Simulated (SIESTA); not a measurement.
Checking a run of SIESTA on Rb₂CrCl₄ (C2/m, 7 atoms in the cell). The aim is a self-consistent single point with DFT, GGA PBEsol, numerical atomic orbitals DZP, PseudoDojo PBEsol standard norm-conserving potentials (rewritten from UPF to PSML).

Cell that was meant: a = 5.1396 Å, b = 5.1396 Å, c = 8.8599 Å, α = 106.20°, β = 106.20°, γ = 89.99°.

Part of the input:

```
XC.authors                   PBEsol
PAO.BasisSize                DZP
PAO.EnergyShift              0.01 Ry
MeshCutoff                   50 Ry
%block kgrid.MonkhorstPack
    7   0   0  0.5
    0   7   0  0.5
```

The program printed (abridged):

```
reinit: Reading from file input.fdf

reinit: System Name: Rb2CrCl4
reinit: System Label: rb2crcl4

NOTE on units for spin output:
   [... lines left out ...]
       -3.496399    0.000000    8.140791

outcell: Cell vector modules (Ang)   :    5.139638    5.139638    8.859869
outcell: Cell angles (23,13,12) (deg):    106.2044    106.2044     89.9927
outcell: Cell volume (Ang**3)        :    215.0462
new_DM -- step:     1
Initializing Density Matrix...

Attempting to read DM from file... Failed...
DM filled with atomic data (user-defined):

InitMesh: MESH = 24 x 24 x 36 = 20736
InitMesh: Mesh cutoff (required, used) =    50.000    54.047 Ry

stepf: Fermi-Dirac step function
        iscf     Eharris(eV)        E_KS(eV)     FreeEng(eV)     dDmax    Ef(eV) dHmax(eV)
   scf:    1    -5506.043194    -5618.470346    -5618.655529  0.512356 -0.077427 52.062956
     spin moment: {S} , |S| = {        0.0        0.0    2.16114 }     2.16114
   scf:    2    -5697.786382    -5677.118609    -5677.172824  0.293948 -2.937173  8.534728
     spin moment: {S} , |S| = {        0.0        0.0    3.99992 }     3.99992
   scf:    3    -5679.098838    -5678.188876    -5678.239172  0.122414 -3.505745  5.250592
   [... lines left out ...]
     spin moment: {S} , |S| = {        0.0        0.0    4.00000 }     4.00000
   scf:   14    -5679.077965    -5679.077968    -5679.118838  0.000040 -4.356345  0.001746
     spin moment: {S} , |S| = {        0.0        0.0    4.00000 }     4.00000
   scf:   15    -5679.077963    -5679.077965    -5679.118839  0.000026 -4.356599  0.001245
     spin moment: {S} , |S| = {        0.0        0.0    4.00000 }     4.00000
   scf:   16    -5679.077962    -5679.077964    -5679.118839  0.000016 -4.356765  0.000987
     spin moment: {S} , |S| = {        0.0        0.0    4.00000 }     4.00000
SCF Convergence by DM+H criterion
max |DM_out - DM_in|         :     0.0000164446
max |H_out - H_in|      (eV) :     0.0009873208
SCF cycle converged after 16 iterations

Using DM_out to compute the final energy and forces

siesta: E_KS(eV) =            -5679.0780

siesta: E_KS - E_eggbox =     -5679.0780

siesta: Atomic forces (eV/Ang):
     1   -0.006851   -0.000000    0.079131
     2    0.006851   -0.000000   -0.079131
     3   -0.000000    0.000000   -0.000000
     4    0.000000   -0.000000    0.000000
     5    0.000000    0.000000    0.000000
     6    0.018292   -0.000000   -0.147295
     7   -0.018292    0.000000    0.147295
   Tot   -0.000000    0.000000   -0.000000
   Max    0.147295
   Res    0.051952    sqrt( Sum f_i^2 / 3N )
   [... lines left out ...]
siesta: FreeEng =     -5679.118839
siesta: Cell volume =        215.046161 Ang**3
siesta:          -3.09196274         -4.83433655  kBar
   [... lines left out ...]
     1     0.197521    8.802479   -0.005583  Rb
     2     0.197521    8.802479   -0.005583  Rb
     3    -0.143615   14.143615    4.103655  Cr
     4    -0.032519    7.032519   -0.026618  Cl
     5    -0.032519    7.032519   -0.026618  Cl
     6    -0.093195    7.093195   -0.019627  Cl
     7    -0.093195    7.093195   -0.019627  Cl
 Total    -0.000000                4.000000
```

### Question
Is this run sound? If not, what is wrong?

### Answer
The run is not sound. The fault is a basis or grid far too coarse for these potentials. The error of an incomplete plane-wave basis or grid does not cancel at such settings. To fix it, restore the cutoff that the potentials need and check convergence. The run converged in 16 iterations without an error; against the sound input the free energy falls by 173 meV/atom, the pressure goes from -3.20 to -0.31 GPa, the largest force goes from 0.348 to 0.148 eV/Å and the size of the net moment stays at 0.57 μB/atom.

The sound input it was made from differs as follows (other fixes are possible):
```diff
-MeshCutoff                   50 Ry
+MeshCutoff                   300 Ry
```

With that input, the run converged in 17 iterations: free energy E − TS -5677.9074 eV; Fermi level (on the code's own zero) -4.12 eV; pressure -3.20 GPa; largest force (vector length) 0.348 eV/Å; size of the cell's spin moment 4.00 μB (DFT, GGA PBEsol, numerical atomic orbitals DZP, PseudoDojo PBEsol standard norm-conserving potentials (rewritten from UPF to PSML)).

On the sound input: the starting cell comes from a database of computed structures (which also holds hypothetical and non-ambient phases and stackings), without a prior relaxation at this level. Its lattice was rescaled by a random factor within 2.5 % of one. With one magnetic atom in the cell only a parallel order is possible. Values carry the incompleteness of an atom-centred basis. With a pressure of about -3 GPa the cell is away from its equilibrium volume at this level.
